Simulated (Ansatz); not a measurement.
Results of G0W0@HSE06 in Ansatz (hard PAW, contour deformation) for NaBeH3 (Pm-3m, No. 221; start mp-23729).

The cell is the one relaxed with PBEsol. Conventional cell: a = 3.3265 Å, b = 3.3265 Å, c = 3.3265 Å, α = 90.00°, β = 90.00°, γ = 90.00°.

The quasiparticle gap at Γ at a fixed k mesh 2×2×2:

| response cutoff | value (eV) |
|---|---|
| 250 eV, 607 empty bands | 5.799 |
| 300 eV, 798 empty bands | 5.814 |
| 400 eV, 1228 empty bands | 5.831 |
| 500 eV, 1717 empty bands | 5.840 |

Task: Taking the value to converge with the response cutoff E as E^(−3/2), extrapolate from the last two rows.

Result: With y = y∞ + c/w and weights w = 8000 and 11180 for the last two rows, y∞ = (w2 y2 − w1 y1)/(w2 − w1) = (11180 × 5.840 − 8000 × 5.831)/3180 = 5.863 eV, which lies 0.023 beyond the last row. Successive pairs of rows give 5.862, 5.863, 5.863. The limit also hangs on the law assumed, so its last digits aren't firm.

The other settings are not extrapolated, so this is the limit in one setting alone.

The smallest gap on this mesh is 2.50 eV, away from Γ.

Note: GW on a hybrid start was not checked against another program.

A start named mp-… is a Materials Project structure, which can be a computed phase never made.

Ansatz is a first-principles code.
